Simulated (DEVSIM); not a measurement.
Device: Si n+/n-/n+ resistor, at 250 K.

```tsv
layer (left to right)	material	thickness (μm)	Nd (cm⁻³)	τn (s)	τp (s)
1	Si	0.340	3.9e17	4.5e-5	4.5e-5
2	Si	1.10	4.5e13	4.5e-5	4.5e-5
3	Si	0.600	8.6e17	4.5e-5	4.5e-5
```

Left contact: ohmic. Right contact: ohmic. Voltage is applied to the left contact. Recombination: SRH at mid-gap, Auger. Mobility is μmin + (μ − μmin)/(1 + (N/Nref)^α).

This is a model device: material constants are rounded textbook-type values typed into the input, and sizes, dopings and lifetimes were drawn at random. Values at 300 K; Nc and Nv go as T^1.5, mobilities as T to minus their exponent, the gap by Varshni's rule with the affinity fixed.

| parameter | Si |
|---|---|
| gap (eV) | 1.124 |
| affinity (eV) | 4.05 |
| permittivity | 11.7 |
| Nc (cm⁻³) | 2.86e19 |
| Nv (cm⁻³) | 3.1e19 |
| μn (cm²/Vs) | 1417 |
| μp (cm²/Vs) | 470 |
| μn,min | 52 |
| μp,min | 45 |
| Nref,n | 9.7e16 |
| Nref,p | 2.2e17 |
| αn | 0.68 |
| αp | 0.72 |
| T exponent of μn | 2.3 |
| T exponent of μp | 2.2 |
| Cn (cm⁶/s) | 2.8e-31 |
| Cp (cm⁶/s) | 9.9e-32 |
| Varshni α (eV/K) | 0.000473 |
| Varshni β (K) | 636 |

Model (solved in DEVSIM): 1D drift-diffusion, Boltzmann statistics, complete ionisation; no tunnelling, impact ionisation, image-force lowering or self-heating.

Task: Give the dark forward current.

Result: 
```json
[
 {"V (V)": "0.05", "J (A/cm²)": "74"},
 {"V (V)": "0.10", "J (A/cm²)": "150"},
 {"V (V)": "0.20", "J (A/cm²)": "340"},
 {"V (V)": "0.25", "J (A/cm²)": "450"},
 {"V (V)": "0.35", "J (A/cm²)": "710"},
 {"V (V)": "0.40", "J (A/cm²)": "850"},
 {"V (V)": "0.50", "J (A/cm²)": "1200"},
 {"V (V)": "0.55", "J (A/cm²)": "1300"},
 {"V (V)": "0.65", "J (A/cm²)": "1700"},
 {"V (V)": "0.70", "J (A/cm²)": "1900"},
 {"V (V)": "0.75", "J (A/cm²)": "2100"},
 {"V (V)": "0.85", "J (A/cm²)": "2600"},
 {"V (V)": "0.90", "J (A/cm²)": "2800"},
 {"V (V)": "1.00", "J (A/cm²)": "3400"},
 {"V (V)": "1.05", "J (A/cm²)": "3600"},
 {"V (V)": "1.15", "J (A/cm²)": "4200"},
 {"V (V)": "1.20", "J (A/cm²)": "4500"},
 {"V (V)": "1.30", "J (A/cm²)": "5100"},
 {"V (V)": "1.35", "J (A/cm²)": "5500"},
 {"V (V)": "1.40", "J (A/cm²)": "5800"},
 {"V (V)": "1.50", "J (A/cm²)": "6500"},
 {"V (V)": "1.55", "J (A/cm²)": "6900"},
 {"V (V)": "1.65", "J (A/cm²)": "7700"},
 {"V (V)": "1.70", "J (A/cm²)": "8100"},
 {"V (V)": "1.80", "J (A/cm²)": "8900"},
 {"V (V)": "1.85", "J (A/cm²)": "9300"},
 {"V (V)": "1.95", "J (A/cm²)": "10000"},
 {"V (V)": "2.00", "J (A/cm²)": "11000"}
]
```
